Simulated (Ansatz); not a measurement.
A computed series for PdSb2: pressure series

Start from PdSb2 (space group Pa-3, No. 205; a = 6.4645 Å).

Cell and atoms are relaxed at each pressure.

The values are results of PBEsol (Ansatz, a first-principles code, PAW, no SOC), not measurements.

Notes on the quantities. enthalpy: H = E + PV relative to the base's energy.

```tsv
case	shortest interatomic distance	enthalpy
base	2.676 Å	–
pressure −2 GPa	2.695 Å	-0.28 eV/atom
pressure −1 GPa	2.685 Å	-0.14 eV/atom
pressure 0.3 GPa	2.673 Å	+0.04 eV/atom
pressure 0.7 GPa	___	+0.10 eV/atom
pressure 1.5 GPa	2.663 Å	+0.21 eV/atom
pressure 3 GPa	2.651 Å	+0.42 eV/atom
pressure 5 GPa	2.637 Å	+0.69 eV/atom
pressure 7.5 GPa	2.620 Å	+1.02 eV/atom
pressure 10 GPa	2.605 Å	+1.35 eV/atom
```

Question: What belongs in the blanks?

Answer: 
- pressure 0.7 GPa, shortest interatomic distance: 2.670 Å

Load acts through the strain it causes; cell and atoms are relaxed under it. Stability against distortions was not tested. Competing high-pressure phases were not computed. The final runs are not spin-polarised.
